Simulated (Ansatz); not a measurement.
An Ansatz (an electronic-structure program) input (PBE, PAW, 420 eV (Ansatz; no SOC), earlier PAW set):

Ansatz 0.2 input:
```yaml
crystal:
  lattice:
    - [4.9788688793, 0, 0]
    - [0, 4.9788688793, 0]
    - [0, 0, 3.1038543717]
  atoms:
    - { symbol: Ti, position: [0, 0, 0] }
    - { symbol: Ti, position: [0.5, 0.5, 0.5] }
    - { symbol: C, position: [0.2945546688, 0.2945546688, 0] }
    - { symbol: C, position: [0.7945546688, 0.2054453312, 0.5] }
    - { symbol: C, position: [0.2054453312, 0.7945546688, 0.5] }
    - { symbol: C, position: [0.7054453312, 0.7054453312, 0] }
basis: { ecutwfc: 420, ecutrho_ratio: 4, xc_grid: 2, fft_grid_basis: typed }
kpoints: { mp_grid: { grid: [10, 10, 15] } }
hamiltonian:
  xc: pbe
  dispersion: none
  pseudopotentials: { azcp: { folder: ./paw }, kind: paw }
scf: { occupations: { method: fermi_dirac, width: 0.05 }, convergence: { dr2_threshold: 0.0000000006 } }
output: { forces: true, stress: true }
checkpoint: { write: state.ck, write_every: 1000 }
```

Question: Which symmetry and how many k-points will the program report, and about how many plane waves at Γ?

Answer: Space group P42/mnm (ITA 136) with 16 operations, k-points 168 of 1500, and 1511 plane waves at Γ.

Whether these cells are dynamically stable was not tested. All final runs are without spin polarisation. The cell was made from TiO2 by this change: O → C; the result is a hypothetical phase, not in the database extracts checked. TiC2 has a high density of states at the Fermi level and may be magnetic at this level.
